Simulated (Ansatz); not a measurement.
Where the default PAW files enter, the runs use the earlier of Ansatz's two default sets.

Input:

```
CELL_PARAMETERS angstrom
      4.99265     0.00000     0.00000
      0.00000     4.99265     0.00000
      0.00000     0.00000     6.93393
ATOMIC_POSITIONS crystal
  Si 0.30134 0.30134 0.50000
  Si 0.19866 0.80134 0.75000
  Si 0.69866 0.69866 0.00000
  Si 0.80134 0.19866 0.25000
  O  0.10643 0.23861 0.32011
  O  0.26139 0.60643 0.57011
  O  0.89357 0.76139 0.82011
  O  0.73861 0.39357 0.07011
  O  0.60643 0.26139 0.42989
  O  0.76139 0.89357 0.17989
  O  0.39357 0.73861 0.92989
  O  0.23861 0.10643 0.67989
```

Space group of this cell: P4_12_12. The cell is taken as given.

Level of theory: r2SCAN (plane waves, PAW; Ansatz, a first-principles code).

The current runs along the normal of the first two printed vectors; no spin-orbit coupling. Scaled by the factor s: both lengths across the current (ions clamped). Meshes 6×6×6 and 6×6 across the current in all rows.

```csv
s,mean pressure (GPa),band gap (eV)
0.98,7.9,?
1.00,0.1,6.34
1.02,-6.4,6.10
```

Problem. Take the slope of the band gap against ln s from the two given rows, extrapolate to s = 0.98, and say what the run there gives.

Solution. Slope = (6.10 − 6.34) / ln 1.02 = -12.1 eV. The line gives 6.34 + (-12.1) × ln 0.98 = 6.58 eV. The run gives 6.54 eV, 0.04 eV under the line, 18 % of the predicted step.
